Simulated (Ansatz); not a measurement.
## NaVSe2 (space group R-3m, No. 166; ferromagnetic; a model cell, its experimental status unchecked)

```cif
data_Na3Se6V3
_chemical_formula_sum 'V3 Na3 Se6'
_space_group_name_H-M_alt 'R-3m :H'
_space_group_IT_number 166
_space_group_name_Hall '-R 3 2"'
_cell_length_a 3.70689
_cell_length_b 3.70689
_cell_length_c 20.41981
_cell_angle_alpha 90.000
_cell_angle_beta 90.000
_cell_angle_gamma 120.000
loop_
_atom_site_label
_atom_site_type_symbol
_atom_site_symmetry_multiplicity
_atom_site_Wyckoff_symbol
_atom_site_fract_x
_atom_site_fract_y
_atom_site_fract_z
_atom_site_occupancy
V1 V 3 a 0.00000 0.00000 0.00000 1
Na1 Na 3 b 0.00000 0.00000 0.50000 1
Se1 Se 6 c 0.00000 0.00000 0.26513 1
```
(The calculation used a cell of 4 atoms; values per cell refer to that cell.)

Computed with PBEsol, PAW, 420 eV (Ansatz, a program for electronic structure; without spin-orbit coupling). Settings: 15×15×15 k-points, 0.05 eV Fermi–Dirac smearing.

- Volume per atom: 20.25 Å³
- Density: 4.75 g/cm³
- Band gap: zero
- Magnetic state: ferromagnetic
- Total energy: -3803.233 eV/atom (σ→0; compares only within this code and set-up)

Other magnetic orders, which the real material may have, were not ruled out. Stability against distortions was not tested.
